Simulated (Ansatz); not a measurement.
The parent structure is WO3 (space group Cmcm, No. 63; a = 5.454 Å, b = 5.474 Å, c = 7.460 Å; a cell from a computed database, its experimental status unchecked).

Levels (all Ansatz, a first-principles code, PAW): PBEsol (420 eV, scalar-relativistic without spin-orbit coupling); HSE06 (420 eV, no SOC).

Its gap is 1.35 eV with PBEsol and 2.59 eV with HSE06.

One thing is altered: cell and atoms relaxed at a pressure of 5 GPa.

With PBEsol the gap becomes 1.28 eV.

Question: If the HSE06 correction stayed the same, what would the HSE06 gap be, and what does the HSE06 run give?

Answer: A rigid correction of +1.24 eV gives 2.52 eV. The HSE06 run gives 2.53 eV, so the two effects roughly add.

Single points use the geometry relaxed with PBEsol. HSE06 was sampled on its mesh, a few special points and the semilocal edge points, so its gap is an upper bound. Spin-orbit coupling, missing from the scalar runs, can matter with W. Load acts through the strain it causes; cell and atoms are relaxed under it. Stability against distortions was not tested. No other phases were tried under pressure.
